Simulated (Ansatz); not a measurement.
Consider the following.

End structure of the (111) surface of diamond, ideal C-terminated 1x1 (bottom of the slab: 1 H on 1 bottom site):

```yaml
crystal:
  lattice:
    - [2.52547, 0.00000, 0.00000]
    - [-1.26273, 2.18712, 0.00000]
    - [0.00000, 0.00000, 24.00000]
  atoms:
    - { symbol: C, position: [0.00000, 0.00000, 0.38392] }
    - { symbol: C, position: [0.33333, 0.66667, 0.40540] }
    - { symbol: C, position: [0.33333, 0.66667, 0.46988] }
    - { symbol: C, position: [0.66667, 0.33333, 0.49122] }
    - { symbol: C, position: [0.66667, 0.33333, 0.55617] }
    - { symbol: C, position: [0.00000, 0.00000, 0.57674] }
    - { symbol: C, position: [0.00000, 0.00000, 0.64559] }
    - { symbol: C, position: [0.33333, 0.66667, 0.66022] }
    - { symbol: H, position: [0.00000, 0.00000, 0.33784] }
```

Slab: 9 atoms, 7.8 Å thick at the start with caps and adatoms (thin: gaps and levels are the slab's own); k 12x12x1, smearing 0.025 eV, dipole-corrected; 2 atoms held, the rest relaxed; held to the start's symmetry, so lower structures may exist; spin-polarised, ending with about 1.0 μB a cell; orders that need a larger cell were not tried, no spin-orbit, no U. In PBE it lies 0.58 eV a 1x1 cell over the lowest computed structure of the same composition (2x1 π-bonded chains, buckling started one way).

Q: What is the computed highest filled level below the top vacuum level (PBE run with Ansatz, an electronic-structure program)?

A: 4.86 eV

Q: Estimate the gap of the slab on its k-mesh that PBE returns for this input.

A: 0.79 eV
